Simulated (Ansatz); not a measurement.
Consider Sc in the hcp (Mg type) structure (space group P6_3/mmc, No. 194; relaxed with 0.1 eV smearing).

```yaml
crystal:
  lattice:
    - [3.31794, 0.00000, 0.00000]
    - [-1.65897, 2.87342, 0.00000]
    - [0.00000, 0.00000, 5.18600]
  atoms:
    - { symbol: Sc, position: [0.66667, 0.33333, 0.75000] }
    - { symbol: Sc, position: [0.33333, 0.66667, 0.25000] }
```

Level of theory: Ansatz (a program for electronic structure) PBE, no SOC.

Strains are applied to the cell and any free atomic positions relax.

One change was made to it. Results:

```csv
quantity,base,after
"pressure (mean of the normal stresses, compression positive)",0.0 GPa,5.7 GPa
energy relative to the base (free energy F),0 meV/atom,+36 meV/atom
```

**Question.** Which change produced these results?
A) isotropic strain −0.50 %
B) isotropic strain −1.50 %
C) isotropic strain +2.00 %
D) isotropic strain −3.00 %
E) isotropic strain +1.00 %

**Answer.** D, isotropic strain −3.00 %. For comparison, the energy relative to the base in the other runs: isotropic strain −0.50 % gives +0.9 meV/atom; isotropic strain −1.50 % gives +8.7 meV/atom; isotropic strain +2.00 % gives +14 meV/atom; isotropic strain +1.00 % gives +3.6 meV/atom.

Stability against distortions was not tested. The final runs are not spin-polarised.
